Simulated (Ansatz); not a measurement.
System: Si (P6₃/mmc, No. 194, 4 atoms in the cell; start mp-165; another form than the element's usual one). Method: PBE0 (Ansatz, an electronic-structure program, PAW).

Numerical settings: plane-wave cutoff 460 eV, 9×9×4 k mesh (along the axes of the cell as run), Fermi–Dirac smearing 0.01 eV, scalar-relativistic PAW data made under PBE.

The cell is the one relaxed with PBEsol. Conventional cell: a = 3.8248 Å, b = 3.8248 Å, c = 6.3242 Å, α = 90.00°, β = 90.00°, γ = 120.00°.

```xyz
4
Lattice="3.8248 0.0000 0.0000 -1.9124 3.3124 0.0000 0.0000 0.0000 6.3242" Properties=species:S:1:pos:R:3 pbc="T T T"
Si     0.0000     2.2083     0.3984
Si     1.9124     1.1041     5.9258
Si     1.9124     1.1041     3.5605
Si     0.0000     2.2083     2.7637
```

Q: List the 9 lowest band energies at Γ above −25 eV (eV, relative to the valence band maximum), grouping those that round alike.

A: At Γ: -13.70, -11.15, -8.13, -1.69 (×2), -0.37, 0.00 (×2), 2.34.

Note: the run warned that its exchange threshold was loose for the stress; cell and atoms aren't relaxed at this level (pressure 0.2 GPa).

A start named mp-… is a Materials Project structure, which need not be a measured phase.
